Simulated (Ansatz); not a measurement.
Functionals compared on a constructed model of the (111) surface of fcc Ag, a pseudomorphic layer of Zr in the host's stacking (bottom of the slab: a bare face, its two planes held), in Ansatz (plane waves, PAW). The structure was relaxed with PBE; the other rows are single points on it. Cutoff 420 eV (500 eV for r2SCAN).

Model: 7-atom slab, 14.8 Å thick at the start with caps and adatoms, 15x15x1 mesh, Fermi-Dirac 0.1 eV, dipole correction, 2 atoms held, the rest relaxed; held to the start's symmetry, so lower structures may exist; no spin, no spin-orbit, no U. In PBE it is, or lies within 0.01 eV a 1x1 cell of, the lowest of the 2 structures of its composition computed so far; subsurface sites and larger cells were not tried. These notes are the PBE run's.

```tsv
functional	work function of the top face (eV)	rough cost of the single point
PBE	4.36	–
RPBE	___	around 50 core-seconds (rough)
r2SCAN	4.40	very roughly 90 core-seconds
```

**Question.** Some entries are withheld; supply them.

**Answer.** 
- RPBE, work function of the top face (eV): 4.20

Ansatz is a quantum-chemistry and plane-wave program.
